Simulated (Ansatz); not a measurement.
The starting structures come from a database of crystals and need not be the phases stable at ambient conditions.

Here is the system:

```
Sr2ClN
1.0
    3.89309     0.00000     0.00000
    0.00000    21.11646     0.00000
    1.94654     7.03882     1.12384
Sr N Cl
2 1 1
Direct
  0.00000   0.23040   0.00000
  0.00000   0.76960   0.00000
  0.00000   0.50000   0.00000
  0.00000   0.00000   0.00000
```

Space group of this cell: R-3m. The cell is taken as given.

Transport runs along the normal of the first two printed cell vectors, the (100) plane of the conventional cell.

No gap correction and no spin-orbit coupling; mid-gap values are interpolated between computed energies.

Q: Compute, with Ansatz (a quantum-chemistry and plane-wave program) with r2SCAN, the band gap and the smallest decay constant κ at mid-gap.

A: Gap 2.19 eV on a 26×26×26 mesh; κ = 0.251 1/Å, at the zone centre.
